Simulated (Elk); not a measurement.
Elk run on Rb₃Zn (I4/mmm, 4 atoms in the cell): self-consistent single point

Method of the run: LDA (PW92), all-electron FP-LAPW, Elk's shipped species files, default APW+lo basis in Elk 10.2.4.

Input as run:

```
tasks
  0

xctype
  3

rgkmax
  7.0

stype
  0

swidth
  0.00999582

avec
   -5.9331542162    5.9331542162   11.9384109327
    5.9331542162   -5.9331542162   11.9384109327
    5.9331542162    5.9331542162  -11.9384109327

sppath
  './'

atoms
  2   : nspecies
  'Rb.in'   : spfname
  3   : natoms; atposl, bfcmt below
  0.7500000000  0.2500000000  0.5000000000    0.0 0.0 0.0
  0.2500000000  0.7500000000  0.5000000000    0.0 0.0 0.0
  0.5000000000  0.5000000000  0.0000000000    0.0 0.0 0.0
  'Zn.in'   : spfname
  1   : natoms; atposl, bfcmt below
  0.0000000000  0.0000000000  0.0000000000    0.0 0.0 0.0

ngridk
  5 5 5
```

Log, with long lists cut:

```
│ Elk code version 10.2.4 │

All units are atomic (Hartree, Bohr, etc.)

│ Ground-state run starting from atomic densities │

Lattice vectors :
  -5.933154216       5.933154216       11.93841093
   5.933154216      -5.933154216       11.93841093
   5.933154216       5.933154216      -11.93841093

Unit cell volume      :    1681.038998
Brillouin zone volume :   0.1475576794

Muffin-tin inner radius fraction :   0.1000000000E-01

Nuclei treated as point charges

Species :    1 (Rb)
 parameters loaded from : Rb.in
 name : rubidium
 nuclear charge    :   -37.00000000
 electronic charge :    37.00000000
 atomic mass :    155798.2684
 muffin-tin radius :    2.600000000
 number of radial points in muffin-tin :    597
 atomic positions (lattice), magnetic fields (Cartesian) :
   1 :  -0.25000000  0.25000000  0.50000000    0.00000000  0.00000000  0.00000000
   2 :   0.25000000 -0.25000000  0.50000000    0.00000000  0.00000000  0.00000000
   3 :   0.50000000  0.50000000  0.00000000    0.00000000  0.00000000  0.00000000

Species :    2 (Zn)
 parameters loaded from : Zn.in
 name : zinc
 nuclear charge    :   -30.00000000
 electronic charge :    30.00000000
 atomic mass :    119233.3129
 muffin-tin radius :    2.400000000
 number of radial points in muffin-tin :    497
 atomic positions (lattice), magnetic fields (Cartesian) :
   1 :   0.00000000  0.00000000  0.00000000    0.00000000  0.00000000  0.00000000

Total number of atoms per unit cell :    4

Spin treatment :
 spin-unpolarised

Number of Bravais lattice symmetries :   16
Number of crystal symmetries         :   16
Crystal has inversion symmetry
Real symmetric eigensolver will be used

k-point grid :      5     5     5
k-point offset :    0.000000000       0.000000000       0.000000000
k-point set is reduced with full crystal symmetry group
Total number of k-points :       18

Muffin-tin radius times maximum |G+k| :    7.000000000
 using average radius
Maximum |G+k| for APW functions       :    2.745098039
Maximum (1/2)|G+k|²                   :    3.767781622
Maximum |G| for potential and density :    12.00000000
 potential will be trimmed for |G| > 2 gkmax
Constant for pseudocharge density :    8
Radial integration step length :    4

G-vector grid sizes :     56    56    56
Number of G-vectors :    49057

Maximum angular momentum used for
 APW functions                      :    8
 outer part of muffin-tin           :    6
 inner part of muffin-tin           :    1

Total nuclear charge    :   -141.0000000
Total core charge       :    96.00000000
Total valence charge    :    45.00000000
Total excess charge     :    0.000000000
Total electronic charge :    141.0000000

Effective Wigner radius, rₛ :    1.417174586

Number of empty states         :   16
Total number of valence states :   39
Total number of core states    :   96

Total number of local-orbitals :   41

Exchange-correlation functional :      3     0     0
 Perdew-Wang/Ceperley-Alder, Phys. Rev. B 45, 13244 (1992)
 gradient requirement :    0
 local density approximation (LDA)

Smearing type :    0
 Gaussian
Smearing width :   0.9995820000E-02
Effective electronic temperature (K) :    3156.430308

Mixing type :    3
 Broyden mixing, J. Phys. A: Math. Gen. 17, L317 (1984)

Kohn-Sham potential initialised from atomic data

│ Self-consistent loop started │
│ Loop number : 1 │
 total energy                :     -10729.1607861
│ Loop number : 2 │
 total energy                :     -10729.1915024
RMS change in Kohn-Sham potential (target) :   0.2355390864E-01 (  0.1000000000E-05)
Absolute change in total energy (target)   :   0.3071624110E-01 (  0.1000000000E-03)
│ Loop number : 3 │
 total energy                :     -10729.1756458
RMS change in Kohn-Sham potential (target) :   0.2337983278E-01 (  0.1000000000E-05)
Absolute change in total energy (target)   :   0.8177551470E-02 (  0.1000000000E-03)
│ Loop number : 4 │
 total energy                :     -10729.0352943
RMS change in Kohn-Sham potential (target) :   0.2151376413E-01 (  0.1000000000E-05)
Absolute change in total energy (target)   :   0.1423958892     (  0.1000000000E-03)
│ Loop number : 5 │
 total energy                :     -10728.0696713
RMS change in Kohn-Sham potential (target) :   0.1028523857E-01 (  0.1000000000E-05)
Absolute change in total energy (target)   :    1.001221925     (  0.1000000000E-03)
│ Loop number : 6 │
 total energy                :     -10727.4799285
RMS change in Kohn-Sham potential (target) :   0.3380103959E-02 (  0.1000000000E-05)
Absolute change in total energy (target)   :   0.8400483438     (  0.1000000000E-03)
│ Loop number : 7 │
 total energy                :     -10727.2000062
RMS change in Kohn-Sham potential (target) :   0.3894413518E-04 (  0.1000000000E-05)
Absolute change in total energy (target)   :   0.4899343592     (  0.1000000000E-03)
│ Loop number : 8 │
 total energy                :     -10727.1982557
RMS change in Kohn-Sham potential (target) :   0.2070313839E-04 (  0.1000000000E-05)
Absolute change in total energy (target)   :   0.1242340663     (  0.1000000000E-03)
│ Loop number : 9 │
 total energy                :     -10727.1979439
RMS change in Kohn-Sham potential (target) :   0.1718098875E-04 (  0.1000000000E-05)
Absolute change in total energy (target)   :   0.3137031600E-01 (  0.1000000000E-03)
│ Loop number : 10 │
 total energy                :     -10727.1971797
RMS change in Kohn-Sham potential (target) :   0.7897568330E-05 (  0.1000000000E-05)
Absolute change in total energy (target)   :   0.8606794911E-02 (  0.1000000000E-03)
│ Loop number : 11 │
 total energy                :     -10727.1967650
RMS change in Kohn-Sham potential (target) :   0.4432000943E-06 (  0.1000000000E-05)
Absolute change in total energy (target)   :   0.2566417255E-02 (  0.1000000000E-03)
│ Loop number : 12 │
 total energy                :     -10727.1967708
RMS change in Kohn-Sham potential (target) :   0.1999796103E-06 (  0.1000000000E-05)
Absolute change in total energy (target)   :   0.6357518650E-03 (  0.1000000000E-03)
│ Loop number : 13 │
 total energy                :     -10727.1967733
RMS change in Kohn-Sham potential (target) :   0.5385707209E-07 (  0.1000000000E-05)
Absolute change in total energy (target)   :   0.1565115526E-03 (  0.1000000000E-03)
│ Loop number : 14 │
 total energy                :     -10727.1967718
RMS change in Kohn-Sham potential (target) :   0.2020128818E-07 (  0.1000000000E-05)
Absolute change in total energy (target)   :   0.4060518040E-04 (  0.1000000000E-03)
Convergence targets achieved

│ Loop number : 15 │

Energies :
 Fermi                       :     0.554334886971E-01
 sum of eigenvalues          :     -6286.67200915
 electron kinetic            :      11009.9937711
 core electron kinetic       :      10681.0180380
 Coulomb                     :     -21376.6125862
 Coulomb potential           :     -16818.9181924
 nuclear-nuclear             :     -873.342403825
 electron-nuclear            :     -24187.6221724
 Hartree                     :      3684.35198999
 Madelung                    :     -12967.1534900
 xc potential                :     -477.747587823
 exchange                    :     -347.811930606
 correlation                 :     -12.7660264476
 total energy                :     -10727.1967722

Density of states at Fermi energy :    74.75410895
 (states/Hartree/unit cell)

Estimated indirect band gap :   0.1424152182E-02
 from k-point     11 to k-point     15
Estimated direct band gap   :   0.1010639869E-01
 at k-point     14

Charges :
 core                        :    96.00000000
 valence                     :    45.00000000
 interstitial                :    6.193616300
 muffin-tins (core leakage)
  species :    1 (Rb)
   atom    1                 :    35.36994065     (  0.9259524802E-04)
   atom    2                 :    35.36994065     (  0.9259524802E-04)
   atom    3                 :    35.36946265     (  0.9258931922E-04)
  species :    2 (Zn)
   atom    1                 :    28.69703976     (  0.8420835987E-04)
 total in muffin-tins        :    134.8063837
 total calculated charge     :    140.9991187
 total charge                :    141.0000000
 error                       :   0.8813311229E-03

│ Self-consistent loop stopped │
```

The run converged in 15 iterations. The count includes the last loop, which Elk runs after its targets are met.

The starting cell comes from a database of computed structures (which also holds hypothetical and non-ambient phases and stackings), without a prior relaxation at this level. Values depend on the basis (sphere radii, cutoffs, local orbitals), which need not be converged. The log's line on a gap gives a spacing of levels on this mesh, which the program prints for metals too.

Cost on one core of a shared machine: roughly 70 s.
